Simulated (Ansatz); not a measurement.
Carrier properties of BN (I-4m2)

Input:

```yaml
crystal:
  lattice:
    - [0.00000, 1.88921, 1.76215]
    - [1.88921, 0.00000, 1.76215]
    - [1.88921, 1.88921, 0.00000]
  atoms:
    - { symbol: B, position: [0.00000, 0.00000, 0.00000] }
    - { symbol: N, position: [0.25000, 0.25000, 0.25000] }
```

Method: r2SCAN, rigid bands (plane waves, PAW, scalar-relativistic; Ansatz, an electronic-structure program). Condition of this run: biaxial stress in (001) of -36 GPa (compression positive) (the target of the relaxation). How the cell was made: cell and atoms relaxed with PBEsol, then loaded as said.

band gap: 3.80 eV
electron conductivity mass (300 K, dilute): 0.31 (x), 0.31 (y), 0.82 (z) mₑ
hole conductivity mass (300 K, dilute): 0.57 mₑ
effective density of states N_c (300 K): 7.1e18 cm⁻³
effective density of states N_v (300 K): 1.0e19 cm⁻³
density-of-states mass, electrons: 0.43 mₑ
density-of-states mass, holes: 0.55 mₑ
Seebeck coefficient, n-type 1e19 cm⁻³, 300 K: -195 μV/K
best n-type power factor at 300 K for τ = 10 fs (best axis; densities from 1e16 to 1e21 cm⁻³ tried, whether or not they can be reached): 3.7 μW/(cm·K²) at 3e19 cm⁻³
Seebeck coefficient, p-type 1e19 cm⁻³, 300 K: 222 μV/K

Rigid bands; masses and Seebeck coefficients take one relaxation time τ for all states and one kind of carrier; polarons and phonon drag are left out. Spin-orbit coupling is left out. Geometry: cell and atoms relaxed with PBEsol.
